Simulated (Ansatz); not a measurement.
AlB2-type HfB2: PBE at its full settings (plane-wave cutoff 520 eV, 24×24×16 k mesh (along the axes of the cell as run), Fermi–Dirac smearing 0.05 eV, scalar-relativistic PAW data made under PBE) and at cheaper ones, in a cell of 3 atoms with Γ-centred meshes.

| level and setting | lattice constant a (Å) | lattice parameter c (Å) | bulk modulus (GPa) |
|---|---|---|---|
| PBE (Ansatz) | 3.145 | 3.486 | 248 |
| PBE (250 eV cutoff) (Ansatz) | 3.145 | 3.502 | 255 |
| PBE (300 eV cutoff) (Ansatz) | 3.149 | 3.491 | 248 |
| PBE (Γ point alone) (Ansatz) | 3.147 | 4.680 | 76.5 |
| PBE (2×2×2 k mesh) (Ansatz) | 3.184 | 3.398 | 255 |
| PBE (4×4×4 k mesh) (Ansatz) | 3.136 | 3.509 | 248 |
| PBE (6×6×6 k mesh) (Ansatz) | 3.152 | 3.474 | 247 |
| PBE (Fermi-Dirac smearing of 0.3 eV) (Ansatz) | 3.147 | 3.487 | 246 |

Largest shifts from the full settings: lattice constant a +1.24 % (PBE (2×2×2 k mesh)), against a difference of +0.16 % of the full result from the reference 3.14 Å (measured, temperature not stated, copied from a table, unchecked, no zero-point or thermal correction; as tabulated in Journal of Nuclear Materials 21, 14 (1967)); lattice parameter c +34 % (PBE (Γ point alone)), against a difference of +0.17 % of the full result from the reference 3.48 Å (measured, temperature not stated, copied from a table, unchecked, not corrected to a static lattice; as tabulated in Journal of Nuclear Materials 21, 14 (1967)); bulk modulus -69 % (PBE (Γ point alone)), against a difference of -12.1 % of the full result from the reference 282 GPa (measured, room temperature, no zero-point or thermal correction, hydrostatic curve from radial diffraction; as tabulated in Experimental and computational studies of compression and deformation behavior …).

Ansatz's density-functional and Hartree–Fock values are scalar-relativistic unless marked +SOC, with PAW data made under PBE.

Run with cheap settings on purpose, which may leave them unconverged: PBE (250 eV cutoff), PBE (2×2×2 k mesh), PBE (300 eV cutoff), PBE (4×4×4 k mesh), PBE (6×6×6 k mesh), PBE (Fermi-Dirac smearing of 0.3 eV), PBE (Γ point alone).

Ansatz is an electronic-structure program.
